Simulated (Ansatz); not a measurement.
Band structure of Nb₃B₂ (P4/mbm, 10 atoms in the cell).

```
Nb3B2
1.0
    6.23279     0.00000     0.00000
    0.00000     6.23279     0.00000
    0.00000     0.00000     3.31147
Nb B
6 4
Direct
  0.00000   0.00000   0.00000
  0.50000   0.50000   0.00000
  0.82173   0.32173   0.50000
  0.17827   0.67827   0.50000
  0.67827   0.82173   0.50000
  0.32173   0.17827   0.50000
  0.60513   0.10513   0.00000
  0.39487   0.89487   0.00000
  0.89487   0.60513   0.00000
  0.10513   0.39487   0.00000
```

Method of the run: PBEsol, default PAW files made with PBE (plane waves; Ansatz, a program for electronic structure).

Settings: basis.ecutwfc = 30.9 Ry; kpoints.mp_grid.grid = 5 5 8; hamiltonian.xc = pbesol; hamiltonian.pseudopotentials = {kind: paw} (the program's default PAW files); scf.occupations.method = methfessel_paxton; scf.occupations.width = 0.01 Ry; kpoints.band_path.npoints = 10.

The starting cell comes from a database of computed structures (which also holds hypothetical and non-ambient phases and stackings), without a prior relaxation at this level. Spin polarisation is off.

Levels in eV from the Fermi level, bands 42 to 49:
```tsv
point	42	43	44	45	46	47	48	49
Γ	-0.98	-0.80	-0.43	0.37	0.60	0.66	0.66	2.03
X	-0.93	-0.58	-0.58	0.66	0.66	1.22	1.22	1.45
M	-0.87	-0.52	-0.52	-0.27	-0.27	1.37	1.37	1.61
Z	-0.47	-0.21	-0.16	-0.16	0.20	0.35	0.35	0.55
R	-1.59	-1.04	-1.04	0.14	0.14	2.23	2.23	2.25
A	-1.75	-1.51	-1.51	-0.95	-0.95	2.44	2.44	3.10
```

Bands cross the Fermi level along this path, so the cell is metallic at this level.

Keys are those of Ansatz 0.2.
